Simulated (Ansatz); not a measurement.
## Be, response to strain

Start from Be in the hcp (Mg type) structure (space group P6_3/mmc, No. 194; a = 2.2552 Å, c = 3.5580 Å; relaxed with 0.1 eV smearing). Axes: x lies along a and z along c of the hexagonal cell.

Strains are applied to the cell and any free atomic positions relax.

The values are results of Ansatz (a first-principles code), PBEsol, PAW, cutoff 420 eV, no SOC, not measurements.

Notes on the quantities. energy relative to the base: free energy F.

| uniaxial strain ε_zz (%) | energy relative to the base (meV/atom) |
|---|---|
| 0 | 0.0 |
| 0.5 | 0.2 |
| 1 | 0.9 |
| 1.5 | 2.1 |
| 2 | 3.7 |
| 2.5 | ? |
| 3 | 8.1 |

Problem. Fit ΔE = Aε² + Bε³ (ε in %) to the rows shown and predict the withheld row.

Solution. Least squares on the printed values gives A = 0.959 and B = -0.020 meV/atom (largest residual 0.0 meV/atom); this predicts 5.7 meV/atom, and the run gives 5.7 meV/atom, in agreement.

Stability against distortions was not tested.
